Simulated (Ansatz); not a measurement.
Start from BN in the zinc blende structure (space group F-43m, No. 216; a = 3.606 Å).

Structures relaxed with PBEsol/PAW in Ansatz (a quantum-chemistry and plane-wave program), no SOC.

Base:

Simulated powder pattern, Cu Kα1, λ = 1.54056 Å (kinematic, ideal powder, no thermal factors, no anomalous dispersion; the 10 strongest lines at most, above 2 %, up to 2θ = 90°):

| 2θ (°) | I/Imax (%) | hkl |
|---|---|---|
| 43.43 | 100 | (111) |
| 50.59 | 4.8 | (200) |
| 74.35 | 37 | (220) |

It is then changed as follows: full substitution B → Al; the structure is relaxed again.

Predict the new powder pattern.


Simulated powder pattern, Cu Kα1, λ = 1.54056 Å (kinematic, ideal powder, no thermal factors, no anomalous dispersion; the 10 strongest lines at most, above 2 %, up to 2θ = 90°):

| 2θ (°) | I/Imax (%) | hkl |
|---|---|---|
| 35.49 | 100 | (111) |
| 41.21 | 11 | (200) |
| 59.69 | 50 | (220) |
| 71.41 | 33 | (311) |
| 75.11 | 3.5 | (222) |
| 89.47 | 7.3 | (400) |

The indices refer to each structure's own conventional cell; one index is shown for lines that coincide.

Whether these cells are dynamically stable was not tested. This is not the structure that AlN has at room temperature and ambient pressure.
